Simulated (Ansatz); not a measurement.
What biaxial strain +2.00 %, plane normal [001], relaxed out of plane does to Sn

Take Sn in the diamond structure (space group Fd-3m, No. 227; a = 6.5402 Å; relaxed with 0.1 eV smearing) as the base. Axes: x, y, z lie along the cube axes.

The change: tensile biaxial strain of 2.00 % in the plane normal to [001], as in epitaxy on a mismatched substrate; the out-of-plane cell vector and the atoms relax.

Level of theory: Ansatz (a program for electronic structure), PBEsol, PAW, cutoff 420 eV, no spin-orbit coupling. k-mesh 15×15×15 (Γ-centred); smearing 0.1 eV (Fermi–Dirac).

```tsv
quantity	base	changed	shift
volume per atom	34.97 Å³	35.64 Å³	+0.675 Å³
space group	Fd-3m (No. 227)	I4_1/amd (No. 141)	–
energy relative to the base (free energy F)	0 meV/atom	+5.0 meV/atom	+5.0 meV/atom
pressure (mean of the normal stresses, compression positive)	0.0 GPa	-0.8 GPa	-0.8 GPa
band gap	zero	zero	–
out-of-plane strain	–	-2.03 %	–
ratio −ε⊥/ε∥	–	1.01	–
mean in-plane stress (compression positive)	–	-1.1 GPa	–
```

Final structure (turned so that z lies along the plane normal):

```xyz
2
Lattice="4.7171 0.0000 0.0000 0.0000 4.7171 0.0000 2.3586 -2.3586 3.2038" Properties=species:S:1:pos:R:3 pbc="T T T"
Sn     0.0000     0.0000     0.0000
Sn     4.7171     2.3586     1.6019
```

Cost of the whole job for the changed cell (relaxation, final SCF and bands): roughly 90 core-seconds.

No phonon test of stability was made.
